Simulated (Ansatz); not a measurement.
The reference is BN in the h-BN type structure (space group P6_3/mmc, No. 194; a = 2.500 Å, c = 6.413 Å; layered, stacked along the Cartesian z axis).

Levels (all Ansatz, a quantum-chemistry and plane-wave program, PAW, earlier PAW set): PBEsol-D3(BJ) (420 eV, scalar-relativistic without spin-orbit coupling); r2SCAN (500 eV, spin-orbit coupling left out).

Its gap is 4.08 eV with PBEsol-D3(BJ) and 4.75 eV with r2SCAN.

It is then changed as follows: cell and atoms relaxed at a pressure of 1.8 GPa.

With PBEsol-D3(BJ) the gap becomes 4.00 eV.

Q: If the r2SCAN correction stayed the same, what would the r2SCAN gap be, and what does the r2SCAN run give?

A: A rigid correction of +0.67 eV gives 4.67 eV. The r2SCAN run gives 4.68 eV, so the two effects roughly add.

Single points use the geometry relaxed with PBEsol-D3(BJ). Load acts through the strain it causes; cell and atoms are relaxed under it. Whether these cells are dynamically stable was not tested.
